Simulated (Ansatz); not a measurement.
Data:

```
InAgTe2
1.0
    6.47012     0.00000     0.00000
    0.00000     6.47012     0.00000
    3.23506    -3.23506     6.62880
In Te Ag
2 4 2
Direct
  0.50000   0.50000   0.00000
  0.75000   0.75000   0.50000
  0.12500   0.88174   0.25000
  0.88174   0.62500   0.75000
  0.62500   0.36826   0.25000
  0.36826   0.12500   0.75000
  0.00000   0.00000   0.00000
  0.25000   0.25000   0.50000
```

No spin polarisation.

All numbers come from Kohn–Sham DFT with the PBE functional, run in Ansatz (a quantum-chemistry and plane-wave program) with PAW and 420 eV plane waves, no spin-orbit coupling. k-mesh 7×7×7 (Γ-centred); smearing 0.05 eV (Fermi–Dirac).

### Question
Predict the mean in-plane stress (compression positive).

### Answer
+0.6 GPa.

### Question
Estimate the space group.

### Answer
I-42d (No. 122).

The cells carry an imposed strain or load. No phonon test of stability was made. The cell was made from InAgTe$_{2}$ in the chalcopyrite structure (space group I-42d, No. 122) by this change: biaxial strain −1.50 %, plane normal [001], relaxed out of plane.
